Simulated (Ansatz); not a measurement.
CdTe (P6₃mc, No. 186, 4 atoms in the cell; start mp-12779; a measured phase of this formula has another space group), treated with r²SCAN0 in Ansatz (plane waves, PAW).

Input:

Ansatz 0.2 input:
```yaml
crystal:
  lattice:
    - [4.5825956708, 0.0, 0.0]
    - [-2.2912978354, 3.9686442662, 0.0]
    - [0.0, 0.0, 7.516462365]
  atoms:
    - { symbol: Cd, position: [0.3333333333, 0.6666666667, 0.0002936537] }
    - { symbol: Cd, position: [0.6666666667, 0.3333333333, 0.5002936537] }
    - { symbol: Te, position: [0.3333333333, 0.6666666667, 0.3747063463] }
    - { symbol: Te, position: [0.6666666667, 0.3333333333, 0.8747063463] }
basis:
  ecutwfc: 520
  ecutrho_ratio: 4
  xc_grid: 3
kpoints:
  mp_grid: { grid: [6, 6, 4] }
hamiltonian:
  xc: r2scan0
  dispersion: none
  pseudopotentials: { kind: paw }
scf:
  occupations: { method: fermi_dirac, width: 0.01 }
  convergence: { dr2_threshold: 0.0000000004 }
output:
  forces: true
  stress: true
  eigenvalues: true
```

Problem. How many irreducible k-points, plane waves at Γ does the program set up, and what pressure does the run end with?

Solution. 21 irreducible k-points, 3693 plane waves at Γ; P = 0.83 GPa, so the cell is compressed on average and its volume would grow at this level.

From the output:

```
WARN output.stress: scf.exx.energy_threshold = 1e-6 eV is looser than the 4e-8 eV advised for a stress under a hybrid functional (1e-8 eV for each atom of the …
Crystal: 4 atoms, lattice volume = 136.700 Å³
Basis set: ecut = 520 eV, 3693 PW (Γ), exchange–correlation on 108×108×180 points (27 copies of the dense FFT grid, shifted against one another)
Bands: 44, of which v1, the nominal top of the filled ones, is band 36 counted from 1 (35 counted from 0)
Symmetry: 12 space group operations
Space group: P63mc (ITA 186), of the structure as read, at distance tolerance 5.2e-5 Å
k-points: 21 of 144 (time reversal used)
Functional: x = r2scan, c = r2scan; τ floored in thin density (d = 2e-4 eV/Å³), warm-up for x = 0.75 r2scan + 0.25 exact, c = r2scan; τ floored in thin density (d = 2e-4 eV/Å³)
SCF iter   1: F=—  HF=-30528.231247 eV  |F-HF|=—  |Δ(HF+E_count)|=         —  Δρ=4.39e-3  dr2=1.51e-2  dr2_τ=2.22e-2
SCF iter   2: F=—  HF=-30528.245800 eV  |F-HF|=—  |Δ(HF+E_count)|=   1.46e-2  Δρ=2.31e-3  dr2=3.05e-3  dr2_τ=6.16e-4
  ...
Crystal: 4 atoms, lattice volume = 136.700 Å³
Initial density: handed on by an earlier stage of this run
Functional: x = 0.75 r2scan + 0.25 exact, c = r2scan; τ floored in thin density (d = 2e-4 eV/Å³)
Crystal: 4 atoms, lattice volume = 136.700 Å³
SCF iter   5: F=—  HF=-30527.993641 eV  |F-HF|=—  |Δ(HF+E_count)|=   1.92e-8  Δρ=9.94e-7  dr2=2.21e-9  dr2_τ=6.96e-11
SCF iter   6: F=-30527.993641 eV  HF=-30527.993641 eV  |F-HF|=8.37e-11  |Δ(HF+E_count)|=  5.82e-10  Δρ=2.83e-7  dr2=1.76e-10  dr2_τ=2.73e-12
SCF 3 converged in 6 iterations: F = -30527.993641 eV  dr2 = 1.76e-10
Free energy (F): -30527.993641 eV
Internal energy: -30527.993641 eV  (E = F + TS)
E sigma→0 (E₀):  -30527.993641 eV
Fermi energy:    7.734932 eV
--- Stress (GPa, compression-positive) ---
        0.845104       0.000000      -0.000000
       -0.000000       0.845104       0.000000
       -0.000000       0.000000       0.798678
  P = ⅓ Tr σ = 0.8296 GPa (8.296 kbar)
```

The PAW data were made under PBE.

Note: cell and atoms aren't relaxed at this level (pressure 0.8 GPa).

A start named mp-… is a Materials Project structure, which need not be a measured phase.

Ansatz is a quantum-chemistry and plane-wave program.
